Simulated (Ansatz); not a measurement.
AlB2-type ZrB₂ was calculated with PBEsol (Ansatz, an electronic-structure program, plane waves, PAW).

Settings: plane-wave cutoff 520 eV, 18×18×12 k mesh (along the axes of the cell as run), Fermi–Dirac smearing 0.1 eV, perturbation theory, scalar-relativistic PAW data made under PBE.

The cell has the measured lattice parameters. Conventional cell: a = 3.1650 Å, b = 3.1650 Å, c = 3.5200 Å, α = 90.00°, β = 90.00°, γ = 120.00°.

```cif
data_B2Zr
_chemical_formula_sum 'Zr1 B2'
_space_group_name_H-M_alt 'P 1'
_space_group_IT_number 1
_cell_length_a 3.16500
_cell_length_b 3.16500
_cell_length_c 3.52000
_cell_angle_alpha 90.000
_cell_angle_beta 90.000
_cell_angle_gamma 120.000
loop_
_space_group_symop_operation_xyz
  'x, y, z'
loop_
_atom_site_label
_atom_site_type_symbol
_atom_site_fract_x
_atom_site_fract_y
_atom_site_fract_z
_atom_site_occupancy
Zr1 Zr 0.00000 0.00000 0.00000 1
B1 B 0.66667 0.33333 0.50000 1
B2 B 0.33333 0.66667 0.50000 1
```

Harmonic phonon frequencies (cm⁻¹; i marks an imaginary mode):

```csv
q point,frequencies
Γ,0 0 0 455 455 472 556 776 776
M,229 234 292 513 529 537 698 701 724
K,247 264 264 538 538 627 649 649 744
```

No imaginary mode appears at these points.

Note: the cell isn't this level's own, so it is under some stress, which shifts stiffness and frequencies.
